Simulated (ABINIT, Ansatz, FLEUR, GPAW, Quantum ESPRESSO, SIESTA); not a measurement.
# One structure in several programs: KMgF3 (Pm-3m, 5 atoms in the cell)

Self-consistent single point.

```
CELL_PARAMETERS angstrom
      3.99000     0.00000     0.00000
      0.00000     3.99000     0.00000
      0.00000     0.00000     3.99000
ATOMIC_POSITIONS crystal
  K  0.00000 0.00000 0.00000
  Mg 0.50000 0.50000 0.50000
  F  0.50000 0.00000 0.50000
  F  0.00000 0.50000 0.50000
  F  0.50000 0.50000 0.00000
```

Shared settings, as Ansatz (a first-principles code) writes them: kpoints.mp_grid.grid = 6 6 6; scf.occupations.method = fermi_dirac; scf.occupations.width = 0.05 eV. Potentials and cutoffs stand in the table.

| code | model | pressure (GPa) | gap on the mesh (eV) | cutoff |
|---|---|---|---|---|
| GPAW | PBE, GPAW PAW datasets PBE (gpaw-data 1.0.1) | – | 7.306 | 950 eV |
| Quantum ESPRESSO | PBE, SSSP 1.1.2 efficiency (PBE) pseudopotentials | 3.23 | 7.288 | 50 Ry |
| SIESTA | GGA PBE, numerical atomic orbitals TZP, PseudoDojo PBE standard norm-conserving potentials (rewritten from UPF to PSML) | 3.39 | 7.057 | grid 400 Ry |
| FLEUR | PBE, all-electron FLAPW (FLEUR), scalar-relativistic valence | – | 7.463 | Kmax 4.3 1/bohr |
| ABINIT | PBE, PAW (JTH v2.0 PBE PAW) | 3.38 | 7.292 | 48 Ry |
| Ansatz | PBE, default PAW files | 3.00 | 7.311 | 420 eV |

A dash marks a value that a program does not give, or that is left out as unsure.

Gaps are read on the mesh.

The spread over the programs that give each value: pressure within 0.39 GPa; gap on the mesh within 0.406 eV.

SIESTA uses small atom-centred bases, whose incompleteness enters pressures, forces and empty levels differently from a plane-wave cutoff. FLEUR treats all electrons, but the usual bases taken here (sphere radii, linearisation, local orbitals, empty states) were not tested for convergence, so the values are no reference for the others. Ansatz's pressure is given at a fixed set of plane waves, as the other plane-wave codes print theirs; with its correction for the finite basis it is 3.53 GPa (the shift of 0.53 GPa shows how far the cutoff is from converged). The pressure of GPAW is left out: its cutoff lies under the one at which its stress was checked. In the gap, SIESTA (by 0.242) and FLEUR (by 0.164) lie more than 0.12 eV from the median of the plane-wave programs.

On the base mesh (4 4 4) the same programs gave: Ansatz pressure 3.02 GPa, gap on the mesh 7.311 eV; Quantum ESPRESSO pressure 3.23 GPa, gap on the mesh 7.288 eV; ABINIT pressure 3.39 GPa, gap on the mesh 7.292 eV; GPAW gap on the mesh 7.306 eV; FLEUR gap on the mesh 7.462 eV; SIESTA pressure 3.40 GPa, gap on the mesh 7.057 eV.

The starting cell has typed, rounded lattice constants, without a prior relaxation at this level.

Left out of this page: CP2K (on another mesh).

Keys are those of Ansatz 0.2.
